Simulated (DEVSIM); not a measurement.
Device: abrupt Si p-n junction, at 250 K.

```csv
layer (left to right),material,thickness (μm),Nd (cm⁻³),Na (cm⁻³),τn (s),τp (s)
1,Si,32.0,-,8.2e17,3.1e-6,3.1e-6
2,Si,0.930,4.7e16,-,3.1e-6,3.1e-6
```

Left contact: ohmic. Right contact: ohmic. Voltage is applied to the left contact. Recombination: SRH at mid-gap, radiative, Auger. Mobility is μmin + (μ − μmin)/(1 + (N/Nref)^α).

The device is made up for the run: typed textbook-type constants, with dimensions and the other settings drawn at random. Values at 300 K; Nc and Nv go as T^1.5, mobilities as T to minus their exponent, the gap by Varshni's rule with the affinity fixed.

```csv
parameter,Si
gap (eV),1.124
affinity (eV),4.05
permittivity,11.7
Nc (cm⁻³),2.86e19
Nv (cm⁻³),3.1e19
μn (cm²/Vs),1417
μp (cm²/Vs),470
"μn,min",52
"μp,min",45
"Nref,n",9.7e16
"Nref,p",2.2e17
αn,0.68
αp,0.72
T exponent of μn,2.3
T exponent of μp,2.2
B (cm³/s),4.7e-15
Cn (cm⁶/s),2.8e-31
Cp (cm⁶/s),9.9e-32
Varshni α (eV/K),0.000473
Varshni β (K),636
```

DEVSIM, 1D drift-diffusion, Boltzmann statistics, complete ionisation; no tunnelling, impact ionisation, image-force lowering or self-heating.

The thickness of layer 2 was swept, all else fixed.

| thickness of layer 2 (μm) | dark forward voltage at 100 A/cm² (V) | dark forward voltage at 1 A/cm² (V) |
|---|---|---|
| 0.19 | 0.793 | 0.678 |
| 0.33 | 0.809 | 0.695 |
| 0.56 | 0.824 | 0.709 |
| 0.93 | 0.835 | 0.721 |
| 1.6 | 0.846 | 0.733 |
| 2.8 | 0.861 | 0.746 |
| 4.7 | 0.874 | 0.757 |

From the first row to the last the dark forward voltage at 100 A/cm² goes from 0.793 to 0.874. From the first row to the last the dark forward voltage at 1 A/cm² goes from 0.678 to 0.757.
